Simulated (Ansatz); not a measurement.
Functionals compared on a constructed model of the (111) surface of fcc Ag, a pseudomorphic layer of Mg in the host's stacking (bottom of the slab: a bare face, its two planes held), in Ansatz (plane waves, PAW). The structure was relaxed with PBE; the other rows are single points on it. Cutoff 420 eV (500 eV for r2SCAN).

Slab: 7 atoms, 14.4 Å thick at the start with caps and adatoms; k 15x15x1, smearing 0.1 eV, dipole-corrected; 2 atoms held, the rest relaxed; held to the start's symmetry, so lower structures may exist; no spin, no spin-orbit, no U. In PBE it is, or lies within 0.01 eV a 1x1 cell of, the lowest of the 2 structures of its composition computed so far; subsurface sites and larger cells were not tried. These notes are the PBE run's.

```tsv
functional	work function of the top face (eV)	rough cost of the single point
PBE	3.96	–
RPBE	3.89	roughly 30 core-seconds
r2SCAN	___	roughly 100 core-seconds
```

Problem. What belongs in the gaps?

Solution. 
- r2SCAN, work function of the top face (eV): 4.04

Ansatz is a first-principles code.
